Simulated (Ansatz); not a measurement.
For TaAl (model structure, P4/mmm, No. 123, 2 atoms in the cell), PBEsol (PAW; Ansatz, a first-principles code) gives:

```
Property                   Value
------------------  ------------
lattice constant a       2.806 Å
c axis length            4.156 Å
bulk modulus B0          166 GPa
cohesive energy     6.61 eV/atom
```

### Question
What does r²SCAN (PAW; Ansatz) give for the same quantities?

### Answer

- lattice constant a: 2.820 Å (grows by 0.5 %)
- lattice parameter c: 4.164 Å (grows by 0.2 %)
- bulk modulus: 167 GPa (is nearly the same)
- cohesive energy: 6.05 eV/atom (decreases by 0.56 eV/atom)

Changes are worked out from the printed values.

Unless a cell is named, each level is at its own relaxed cell (PBEsol 16.37, r²SCAN 16.56 Å³/atom).

Levels without +SOC leave out spin–orbit coupling, which shifts energies and cells of such heavy elements.

Caveats: the bulk modulus is −V dP/dV from two relaxed cells at ±2 % in volume (PBEsol, r²SCAN). Ansatz's density-functional and Hartree–Fock values are scalar-relativistic unless marked +SOC, with PAW data made under PBE.

A model structure was made by putting elements into a prototype or built by hand; it is no filed structure, need not be a known phase, and can be a saddle point held by its symmetry.
